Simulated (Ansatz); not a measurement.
Take GaN (space group Pm-3n, No. 223; a = 5.5131 Å; a hypothetical phase, not in the database extracts checked) as the base. Axes: x, y, z lie along the cube axes.

Method: Kohn–Sham DFT with the PBEsol functional, run in Ansatz (a program for electronic structure) with PAW and 420 eV plane waves, no SOC.

Perturbation: the cell is scaled by 1.0111 in all directions, atoms relaxed at fixed cell.

Question: Predict the stress tensor and what it implies for the stiffness.

Answer: Stress of the strained cell less that of the base (GPa, compression positive):
```
  -4.60    0.00    0.00
   0.00   -4.60    0.00
   0.00    0.00   -4.60
```

Then B = −ΔP/(ΔV/V₀) with ΔV/V₀ = 0.0337 gives secant stiffness values (nonlinear terms included at this strain): B ≈ 136 GPa.

As a check, the harmonic strain energy −½ V₀ Δσ:ε is 6.7 meV/atom; the computed energy rise is 6.9 meV/atom.

Stability against distortions was not tested.
